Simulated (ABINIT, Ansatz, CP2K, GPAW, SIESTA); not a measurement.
# Code comparison for KI (Fm-3m, 2 atoms in the cell)

Band-structure calculation.

```
KI
1.0
    0.00000     3.55660     3.55660
    3.55660     0.00000     3.55660
    3.55660     3.55660     0.00000
K I
1 1
Direct
  0.00000   0.00000   0.00000
  0.50000   0.50000   0.50000
```

Shared settings, as Ansatz (a quantum-chemistry and plane-wave program) writes them: kpoints.mp_grid.grid = 7 7 7; scf.occupations.method = fermi_dirac; scf.occupations.width = 0.05 eV. Potentials and cutoffs stand in the table.

| code | model | gap along the path (eV) | smallest direct gap (eV) | cutoff |
|---|---|---|---|---|
| CP2K | PBE, GPW, DZVP-MOLOPT-SR-GTH basis, GTH-PBE potentials (GTH_POTENTIALS) | 3.87 | 3.87 | grid 500 Ry |
| GPAW | PBE, GPAW PAW datasets PBE (gpaw-data 1.0.1) | 3.93 | 3.93 | 550 eV |
| Ansatz | PBE, PAW files | 3.92 | 3.92 | default |
| SIESTA | GGA PBE, numerical atomic orbitals DZP, PseudoDojo PBE standard norm-conserving potentials (rewritten from UPF to PSML) | 3.93 | 3.93 | grid 300 Ry |
| ABINIT | PBE, PAW (JTH v2.0 PBE PAW) | 3.92 | 3.92 | 21 Ha |

On Ansatz's run: spin-orbit coupling is off.

The spread over the programs that give each value: gap along the path within 0.06 eV; smallest direct gap within 0.06 eV.

CP2K and SIESTA use small atom-centred bases, whose incompleteness enters pressures, forces and empty levels differently from a plane-wave cutoff.

The starting cell comes from a database of computed structures (which also holds hypothetical and non-ambient phases and stackings), without a prior relaxation at this level. Its lattice was rescaled by a random factor within 2.5 % of one.

Left out of this page: Quantum ESPRESSO, Elk and FLEUR (not drawn, or without a comparable value).

Keys are those of Ansatz 0.2.
